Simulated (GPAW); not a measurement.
**A self-consistent single point of Mo (Im-3m, 1 atom in the cell) with GPAW**

Computed with LDA (Perdew-Wang 92), GPAW PAW datasets LDA (gpaw-data 1.0.1) (plane waves; GPAW).

Input as run:

```python
from ase import Atoms
from ase.units import GPa
from gpaw import GPAW

atoms = Atoms(['Mo'],
              cell=[[-1.567125, 1.567125, 1.567125],
                    [1.567125, -1.567125, 1.567125],
                    [1.567125, 1.567125, -1.567125]],
              scaled_positions=[[0.000000, 0.000000, 0.000000]],
              pbc=True)

calc = GPAW(mode={'name': 'pw', 'ecut': 550},
            xc='LDA',
            kpts=(11, 11, 11),
            occupations={'name': 'fermi-dirac', 'width': 0.1},
            nbands=-9,
            convergence={'forces': 0.001},
            symmetry={'symmorphic': False, 'tolerance': 0.0005},
            maxiter=100)

atoms.calc = calc

energy = atoms.get_potential_energy()
print('Energy (eV):', round(energy, 6))
forces = atoms.get_forces()
print('Forces (eV/Ang):')
print(forces.round(5))
stress = atoms.get_stress()
print('Stress (GPa, Voigt):', (stress / GPa).round(4))
```

Output, abridged:

```
Input parameters:
  convergence: {forces: 0.001}
  kpts: [11 11 11]
  maxiter: 100
  mode: {ecut: 550,
         name: pw}
  nbands: -9
  occupations: {name: fermi-dirac,
                width: 0.1}
  symmetry: {symmorphic: False,
             tolerance: 0.0005}

species:
  Mo:
    name: Molybdenum
    Z: 42.0
    valence: 14
    core: 28
    charge: 0.0
    file: Mo.LDA.gz

    # Using partial waves for Mo as LCAO basis

Reference energy: -110019.813038  # eV

Spin-paired calculation

Convergence criteria:
 Maximum [total energy] change in last 3 cyles: 0.0005 eV / valence electron
 Maximum integral of absolute [dens]ity change: 0.0001 electrons / valence electron
 Maximum integral of absolute [eigenst]ate change: 4e-08 eV^2 / valence electron
 Maximum change in the atomic [forces] across last 2 cycles: 0.001 eV/Ang OR
Maximum error relative to the maximum force is below inf
 Maximum number of scf [iter]ations: 100

Symmetries present (total): 48
Symmetries with fractional translations: 0
1331 k-points: 11 x 11 x 11 Monkhorst-Pack grid
56 k-points in the irreducible part of the Brillouin zone
       k-points in crystal coordinates                weights
   0:     0.00000000    0.00000000    0.00000000          1/1331
   1:     0.09090909    0.00000000    0.00000000         12/1331
   2:     0.09090909    0.09090909   -0.09090909          6/1331
   [... 7 lines left out ...]
          ...
  55:     0.45454545    0.45454545    0.45454545          8/1331

Wave functions: Plane wave expansion
  Cutoff energy: 550.000 eV
  Number of coefficients (min, max): 429, 470
  Pulay-stress correction: 0.000000 eV/Ang^3 (de/decut=0.000000)

Occupation numbers: Fermi-Dirac:
  width: 0.1000  # eV

Eigensolver

Densities:
  Coarse grid: 15*15*15 grid
  Fine grid: 30*30*30 grid
  Total Charge: 0.000000

Density mixing:
  Method: separate
  Backend: pulay
  Linear mixing parameter: 0.05
  old densities: 5
  Damping of long wavelength oscillations: 50

Hamiltonian:
  XC and Coulomb potentials evaluated on a 30*30*30 grid
  External potential:
    NoExternalPotential

Number of atoms: 1
Number of atomic orbitals: 13
Number of bands in calculation: 16
Number of valence electrons: 14
Bands to converge: occupied

Density initialized from atomic densities
  13 bands from LCAO basis set
  3 bands from random numbers

Atomic positions and initial magnetic moments

Positions:
   0 Mo     0.000000    0.000000    0.000000    ( 0.0000,  0.0000,  0.0000)

Unit cell:
           periodic     x           y           z      points  spacing
  1. axis:    yes   -1.567125    1.567125    1.567125    15     0.1477
  2. axis:    yes    1.567125   -1.567125    1.567125    15     0.1477
  3. axis:    yes    1.567125    1.567125   -1.567125    15     0.1477

  Lengths:   2.714340   2.714340   2.714340
  Angles:  109.471221 109.471221 109.471221

Effective grid spacing dv^(1/3) = 0.1658

     iter     time        total  log10-change:
                         energy   eigst   dens  force
iter:   1 --:--:--   -13.443242
iter:   2 --:--:--   -13.293513   -1.04  -1.18
iter:   3 --:--:--   -12.506903   -1.34  -1.22
iter:   4 --:--:--   -12.516910   -3.04  -1.96
iter:   5 --:--:--   -12.516057   -2.65  -1.99
iter:   6 --:--:--   -12.496106   -3.25  -2.16
iter:   7 --:--:--   -12.498182   -4.37  -3.34
iter:   8 --:--:--   -12.496062c  -4.16  -2.65
iter:   9 --:--:--   -12.496060c  -6.52  -3.99
iter:  10 --:--:--   -12.496060c  -7.71c -4.11c
iter:  11 --:--:--   -12.496059c  -7.82c -4.38c -23.99c

Converged after 11 iterations.

Dipole moment: (-0.000000, 0.000000, 0.000000) |e|*Ang

Energy contributions relative to reference atoms: (reference = -110019.813038)

Kinetic:        -12.149190
Potential:       +6.905927
External:        +0.000000
XC:              -7.016104
Entropy (-ST):   -0.030928
Local:           -0.221228
SIC:             +0.000000
--------------------------
Free energy:    -12.511523
Extrapolated:   -12.496059

Showing only first 2 kpts
 Kpt  Band  Eigenvalues  Occupancy
  0     5     12.14657    2.00000
  0     6     12.14657    2.00000
  0     7     12.14657    2.00000
  0     8     15.15144    0.00000

  1     5     11.94371    2.00000
  1     6     12.10654    2.00000
  1     7     12.49216    1.99988
  1     8     14.87436    0.00000

Fermi level: 13.46832

No gap
No difference between direct/indirect transitions
Energy (eV): -12.496059

Forces in eV/Ang:
  0 Mo   -0.00000    0.00000    0.00000

Stress tensor:
     0.042889     0.000000     0.000000
     0.000000     0.042889     0.000000
     0.000000     0.000000     0.042889
Stress (GPa, Voigt): [6.8716 6.8716 6.8716 0.     0.     0.    ]
```

The run converged in 11 iterations. GPAW prints stress with tension positive.

The starting cell has typed, rounded lattice constants, without a prior relaxation at this level. Its lattice was rescaled by up to half a per cent. Spin polarisation is off. With a pressure of about -7 GPa the cell is away from its equilibrium volume at this level.
